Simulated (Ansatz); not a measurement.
Total g(r) from a molecular-dynamics run [in the run: one k-point, which a denser mesh shifts by 0.1 GPa in pressure and 0.03 eV/Å in forces]. All values below come from PBE (plane waves, PAW; Ansatz, an electronic-structure program).

```csv
r (Å),g(r)
1.02,0.00
1.14,0.00
1.26,0.00
1.38,0.00
1.50,0.00
1.62,0.00
1.74,0.00
1.86,0.00
1.98,0.00
2.10,0.00
2.22,0.00
2.34,0.00
2.46,0.00
2.58,0.45
2.70,5.01
2.82,7.57
2.94,2.55
3.06,0.26
3.18,0.01
3.30,0.00
3.42,0.00
3.54,0.00
3.66,0.04
3.78,0.45
3.90,1.49
4.02,1.50
4.14,0.41
4.26,0.03
4.38,0.00
4.50,0.02
4.62,0.50
4.74,2.83
4.86,4.54
4.98,2.25
5.10,0.34
5.22,0.02
5.34,0.10
5.46,0.76
5.58,1.72
5.70,1.11
5.82,0.23
```

Problem. Which system gave this curve?
A. Si15As, liquid, 1495 K (no melting point cited, so perhaps supercooled)
B. Si (diamond structure), crystal, 1338 K
C. Li (bcc), crystal, 438 K
D. Al (fcc), crystal, 295 K, 6.9 GPa

Solution. D, Al (fcc), crystal, 295 K, 6.9 GPa
